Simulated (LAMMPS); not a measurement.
Ta (bcc) at 4610 K and zero pressure, started from the melt, with several potentials, in cells of their own sizes.

Models:
- EAM-type CuTa.eam.alloy: classical MD, pair style eam/alloy, file CuTa.eam.alloy (LAMMPS); X. W. Zhou, R. A. Johnson,  H. N. G. Wadley, Phys. Rev. B, 69, 144113 (2004)
- MEAM library.meam-Ta: classical MD, pair style meam, file library.meam (library.meam-Ta) (LAMMPS); Baskes, Phys Rev B, 46, 2727-2742 (1992)
- SNAP Ta06A.snap: MD with a machine-learned potential, pair style snap, file Ta06A.snap (LAMMPS); Thompson, Swiler, Trott, Foiles and Tucker, arxiv.org, 1409.3880 (2014)

```json
[
 {"potential": "EAM-type CuTa.eam.alloy", "state": "liquid", "volume": "20.344 ± 0.005 Å³/atom", "first peak of g(r)": "2.81 Å, height 2.0", "coordination number": "13.3 (counted to 4.06 Å)", "self-diffusion coefficient of Ta (not corrected for cell size)": "(8.20 ± 0.09) × 10^-5 cm²/s", "mean phonon frequency": "3.0 THz", "rough cost (ms per atom and simulated ps)": "1 to 3"},
 {"potential": "MEAM library.meam-Ta", "state": "liquid", "volume": "23.35 ± 0.02 Å³/atom", "first peak of g(r)": "2.72 Å, height 1.9", "coordination number": "7.73 (counted to 3.58 Å)", "self-diffusion coefficient of Ta (not corrected for cell size)": "(8.7 ± 0.2) × 10^-5 cm²/s", "mean phonon frequency": "3.3 THz", "rough cost (ms per atom and simulated ps)": "3 to 10"},
 {"potential": "SNAP Ta06A.snap", "state": "liquid", "volume": "20.28 ± 0.02 Å³/atom", "first peak of g(r)": "2.82 Å, height 2.2", "coordination number": "13.0 (counted to 4.02 Å)", "self-diffusion coefficient of Ta (not corrected for cell size)": "(7.9 ± 0.2) × 10^-5 cm²/s", "mean phonon frequency": "3.1 THz", "rough cost (ms per atom and simulated ps)": "100 to 300"}
]
```

Costs are rough: whole-run CPU time with set-up and analysis, from shared machines, in bands a factor of about three wide.

Caution: the potential MEAM library.meam-Ta is a first-neighbour MEAM set with a 4 Å cutoff, used here without a parameter file and away from the static properties it was fitted to.

Caution (rows MEAM library.meam-Ta; SNAP Ta06A.snap): a run this short can hold a crystal over, or a liquid under, the potential's own melting point, which these runs don't give.

States go by the mean squared displacement: a species diffuses where it passes 1.5 Å², still rises and gives D over 1e-6 cm²/s; a crystal has left its structure where atoms lie 0.35 Å off their sites on average or a cubic box changes its shape by 3 %, or the axial ratios of another lie 8 % off the starting cell's, which the potential's own relaxation can also do.

Errors of D are the spread over four groups of atoms in one short run; a floor of about 5 %, a picked value, is safer.

The ± values are statistical; the model's systematic error is not in them.
